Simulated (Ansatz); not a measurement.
A computed series for Sn: response to strain

The reference is Sn in the diamond structure (space group Fd-3m, No. 227; a = 6.540 Å; relaxed with 0.1 eV smearing). Axes: x, y, z lie along the cube axes.

Strains are applied to the cell and any free atomic positions relax; under biaxial strain the out-of-plane vector relaxes too.

The values are results of Ansatz (a program for electronic structure), PBEsol, PAW, cutoff 420 eV, no spin-orbit coupling, not measurements.

Candidates:
(a) biaxial strain −0.50 %, plane normal [001], relaxed out of plane
(b) biaxial strain −1.50 %, plane normal [001], relaxed out of plane
(c) biaxial strain +0.50 %, plane normal [001], relaxed out of plane

**Question.** Order them by out-of-plane strain, lowest first.

**Answer.** (c) biaxial strain +0.50 %, plane normal [001], relaxed out of plane (-0.51 %), (a) biaxial strain −0.50 %, plane normal [001], relaxed out of plane (+0.52 %), (b) biaxial strain −1.50 %, plane normal [001], relaxed out of plane (+1.54 %)

Stability against distortions was not tested.
